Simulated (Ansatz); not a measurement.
Consider the following.

```
CELL_PARAMETERS angstrom
      0.00000     3.09573     3.09573
      3.09573     0.00000     3.09573
      3.09573     3.09573     0.00000
ATOMIC_POSITIONS crystal
  As 0.75000 0.75000 0.75000
  In 0.00000 0.00000 0.00000
```

No spin polarisation.

Calculations: DFT with PBEsol, PAW potentials and a 420 eV plane-wave cutoff in Ansatz (an electronic-structure program), no spin-orbit coupling, earlier PAW set. Settings: 9×9×9 k-points, 0.05 eV Fermi–Dirac smearing.

Task: Estimate the band gap.

Result: Zero.

Task: What is the computed pressure?

Result: -2.5 GPa.

Task: What is the computed space group?

Result: F-43m (No. 216).

A case with no gap was solved on a k-mesh chosen for an insulator, which is coarse for it. The cells carry an imposed strain or load. Stability against distortions was not tested. The final runs are not spin-polarised. The cell was made from InAs in the zinc blende structure (space group F-43m, No. 216) by this change: isotropic strain +1.71 %. A zero or small gap of InAs can be the functional's error rather than a property of the material.
